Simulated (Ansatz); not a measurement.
The reference is Hf in the hcp (Mg type) structure (space group P6_3/mmc, No. 194; a = 3.198 Å, c = 5.049 Å; relaxed with 0.1 eV smearing). Axes: x lies along a and z along c of the hexagonal cell.

Level of theory: Ansatz (a first-principles code), r2SCAN, PAW, cutoff 500 eV, spin-orbit coupling left out, earlier PAW set.

Base values:

| Quantity | Value |
|---|---|
| Volume per atom | 22.36 Å³ |

It is then changed as follows: compressive biaxial strain of 4.54 % in the plane normal to [001], as in epitaxy on a mismatched substrate; the out-of-plane cell vector and the atoms relax.

Task: What does the calculation give for the in-plane stress after the change?

Result: The mean in-plane stress (compression positive) amounts to +11.2 GPa.

Task: How does this affect the volume per atom?

Result: The volume per atom decreases by 1.337 Å³, from 22.36 Å³ to 21.03 Å³.

Whether these cells are dynamically stable was not tested. The final runs are not spin-polarised.
